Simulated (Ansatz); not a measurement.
The cell is built on a prototype and need not be the phase stable at ambient conditions.

Consider the following.

```
CELL_PARAMETERS angstrom
      5.10679     0.00000     0.00000
      0.00000     5.10679     0.00000
      0.00000     0.00000     4.13691
ATOMIC_POSITIONS crystal
  Mg 0.50000 0.00000 0.12543
  Mg 0.00000 0.50000 0.87457
  Se 0.00000 0.00000 0.00000
  Se 0.50000 0.50000 0.00000
```

Space group of this cell: P4/nmm. The cell was relaxed by PBE-D3(BJ); by r2SCAN its mean pressure is 0.8 GPa.

Transport runs along the normal of the first two printed cell vectors.

The gap is the functional's own. No spin-orbit coupling. Mid-gap values are interpolated on the energy grid.

**Question.** Estimate the band gap and the smallest decay constant κ at mid-gap that r2SCAN in Ansatz (an electronic-structure program) returns for this system.

**Answer.** Gap 1.13 eV on a 6×6×8 mesh; κ = 0.165 1/Å, at the zone centre.
